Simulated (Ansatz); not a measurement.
Levels about the gap of amorphous In$_{9}$Ga$_{9}$Zn$_{9}$O$_{37}$Ba (65 atoms in a cell of 835 Å³, 5.92 g/cm³; zone centre alone, so wide bands show as single levels with stretches between that a denser mesh fills), at the geometry that PBE relaxed, where it gives 2.5 GPa on a denser mesh. Exact exchange is cut at the faces of this small cell, which leaves a finite-size error. The participation number counts the atoms over which a state spreads; weights are charges in smoothed Voronoi cells. The levels come from a single point, so bond lengths are those of that geometry. Method of the levels: HSE06, scalar-relativistic without spin-orbit coupling (Ansatz, an electronic-structure program). Sampling: the zone centre alone; Fermi-Dirac width 0.02 eV; no spin polarisation. At PBE the levels at the filled edge of the gap are localised (band-tail or defect states).

It comes from a melt-quench run on a machine-learned potential (CHGNet), relaxed afterwards by DFT. O atoms were pushed apart under 1.9 Å during the dynamics, to hinder bonds among them. The hot cell started wider than the set density and was brought back towards it in steps. It is the lowest in DFT energy of 2 quenches. It is a model cell: composition and starting density were chosen by hand, and all elements were melted together. No dispersion term was used. Its density started from a set value of 5.92 and ended at 5.92 g/cm³. Cooling (nominally 210 K/ps over its main leg) ran many orders faster than in experiment, which tends to leave more defects and strain. One small periodic cell is one sample of the glass; other quenches scatter about these values. The volume was held where the preparation left it and the shape relaxed, at a PBE pressure of 2.5 GPa. Stress components on the final sampling reach 2.6 GPa.

```json
[
 {"E - E(highest filled), eV": "-0.38", "filling": "filled", "participation number": "7.1", "largest on": "O, 3 neighbours", "weight O": "0.91", "weight In": "0.02", "weight Zn": "0.05", "weight Ga": "0.02"},
 {"E - E(highest filled), eV": "-0.33", "filling": "filled", "participation number": "16.4", "largest on": "O, 3 neighbours", "weight O": "0.89", "weight In": "0.02", "weight Zn": "0.06", "weight Ga": "0.02"},
 {"E - E(highest filled), eV": "-0.30", "filling": "filled", "participation number": "26.0", "largest on": "O, 3 neighbours", "weight O": "0.87", "weight In": "0.02", "weight Zn": "0.09", "weight Ga": "0.02"},
 {"E - E(highest filled), eV": "-0.25", "filling": "filled", "participation number": "22.4", "largest on": "O, 3 neighbours", "weight O": "0.88", "weight In": "0.02", "weight Zn": "0.08", "weight Ga": "0.02"},
 {"E - E(highest filled), eV": "-0.16", "filling": "filled", "participation number": "14.2", "largest on": "O, 3 neighbours", "weight O": "0.87", "weight In": "0.02", "weight Zn": "0.09", "weight Ga": "0.02"},
 {"E - E(highest filled), eV": "-0.04", "filling": "filled", "participation number": "16.0", "largest on": "O, 3 neighbours", "weight O": "0.85", "weight In": "0.02", "weight Zn": "0.12", "weight Ga": "0.02"},
 {"E - E(highest filled), eV": "0.00", "filling": "filled", "participation number": "8.7", "largest on": "O, 3 neighbours", "weight O": "0.86", "weight In": "0.01", "weight Zn": "0.12", "weight Ga": "0.01"},
 {"E - E(highest filled), eV": "2.39", "filling": "empty", "participation number": "54.7", "largest on": "In, 4 neighbours", "weight O": "0.50", "weight In": "0.24", "weight Zn": "0.14", "weight Ga": "0.11"},
 {"E - E(highest filled), eV": "5.09", "filling": "empty", "participation number": "16.6", "largest on": "In, 4 neighbours", "weight O": "0.56", "weight In": "0.29", "weight Zn": "0.06", "weight Ga": "0.09"},
 {"E - E(highest filled), eV": "5.22", "filling": "empty", "participation number": "23.9", "largest on": "In, 6 neighbours", "weight O": "0.56", "weight In": "0.28", "weight Zn": "0.08", "weight Ga": "0.06"},
 {"E - E(highest filled), eV": "5.46", "filling": "empty", "participation number": "25.4", "largest on": "In, 5 neighbours", "weight O": "0.55", "weight In": "0.29", "weight Zn": "0.09", "weight Ga": "0.06"},
 {"E - E(highest filled), eV": "5.52", "filling": "empty", "participation number": "26.3", "largest on": "In, 5 neighbours", "weight O": "0.56", "weight In": "0.30", "weight Zn": "0.08", "weight Ga": "0.05"},
 {"E - E(highest filled), eV": "5.66", "filling": "empty", "participation number": "37.4", "largest on": "In, 5 neighbours", "weight O": "0.55", "weight In": "0.28", "weight Zn": "0.06", "weight Ga": "0.08"},
 {"E - E(highest filled), eV": "5.87", "filling": "empty", "participation number": "34.0", "largest on": "In, 5 neighbours", "weight O": "0.55", "weight In": "0.21", "weight Zn": "0.13", "weight Ga": "0.10"}
]
```

Most localised among these is the filled level at -0.38 eV, on a O atom, which has 3 neighbours (Zn 1.90 Å, Ga 1.93 Å, In 2.11 Å).
